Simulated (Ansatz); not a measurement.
Structures of equal composition on the (111)B surface of zinc-blende GaAs (As plane on top): 2x2 Si adatom at H3; 2x2 Si adatom at T4. The slabs share one bottom face, and each structure is named by its start. These are constructed structures in small cells; real faces may alloy, dewet or reconstruct in larger ones, and not all known structures of the face are among them. Slabs of about 14 Å with all that they carry, Fermi-Dirac smearing of 0.025 eV. Bottom of the slabs: H caps. Relaxed from the named starts with such symmetry as they have, on meshes of like density; energies extrapolated to zero smearing; no spin-orbit coupling, no U. Spin-polarised runs, if any, are marked in brackets, and their order is one that fits the cell; the others ran without spin. Where a second, spin-polarised start was run, the lower counts.

Host crystal: zinc-blende GaAs, with a band gap (PBE, scalar-relativistic without spin-orbit coupling).

Level of theory: r2SCAN, at the PBE geometry (plane waves to 500 eV, PAW; Ansatz, a quantum-chemistry and plane-wave program).

Order them by energy per 1x1 cell (lowest first) at the level r2SCAN, at the PBE geometry.

2x2 Si adatom at T4 (0.000 eV [spin, 1.0 μB a cell], gap 0.29 eV on the mesh), 2x2 Si adatom at H3 (0.061 eV [spin, 0.6 μB a cell], no gap over 0.04 eV on the mesh)
